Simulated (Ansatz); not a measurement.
```
SiO2
1.0
    4.25387     0.00000     0.00000
   -2.12693     3.68396     0.00000
    0.00000     0.00000     5.07846
Si O
3 6
Cartesian
  1.80549   0.00000   4.23205
 -0.90274   1.56360   0.84641
  1.22419   2.12036   2.53923
  0.84830   1.20768   3.81512
  2.78383   0.13081   0.42948
  2.74867   2.34547   2.12230
 -1.27864   2.47627   4.64898
  0.62173   1.33849   1.26334
  0.65690   3.55315   2.95616
```

No spin polarisation.

Method: Ansatz (a first-principles code), PBEsol, PAW, cutoff 420 eV, no SOC. Settings: 8×8×6 k-points, 0.05 eV Fermi–Dirac smearing.

Q: Predict the band gap and gap character.

A: 
```json
{
 "band_gap": "6.69 eV",
 "gap_character": "indirect, M → Γ"
}
```

Load acts through the strain it causes; cell and atoms are relaxed under it. Stability against distortions was not tested. Competing high-pressure phases were not computed. The cell was made from SiO2 (space group P3_121, No. 152) by this change: pressure 30 GPa.
